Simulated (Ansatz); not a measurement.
Consider BaTiO$_{3}$ in the cubic perovskite structure (space group Pm-3m, No. 221; a = 4.019 Å).

Computed with plane-wave PAW DFT at the PBE level (Ansatz, a first-principles code, 420 eV), no spin-orbit coupling, earlier PAW set.

Before the change:

| Quantity | Value |
|---|---|
| Band gap | 1.79 eV |
| Density | 5.96 g/cm³ |
| Smallest direct gap | 1.90 eV |

Modification: cell and atoms relaxed at a pressure of 9 GPa.

Question: What does the calculation give for the band gap after the change?

Answer: The band gap increases by 0.107 eV, from 1.79 eV to 1.89 eV.

Question: Estimate the effect on the density.

Answer: The density rises by 0.302 g/cm³, from 5.96 g/cm³ to 6.27 g/cm³.

Question: What happens to the smallest direct gap?

Answer: The smallest direct gap rises by 0.05 eV (1.90 eV → 1.95 eV).

Load acts through the strain it causes; cell and atoms are relaxed under it. Stability against distortions was not tested. Competing high-pressure phases were not computed. The final runs are not spin-polarised. Many cubic perovskites are stable only at high temperature; tilts and polar distortions were not tested. This is not the structure that BaTiO3 has at room temperature and ambient pressure.
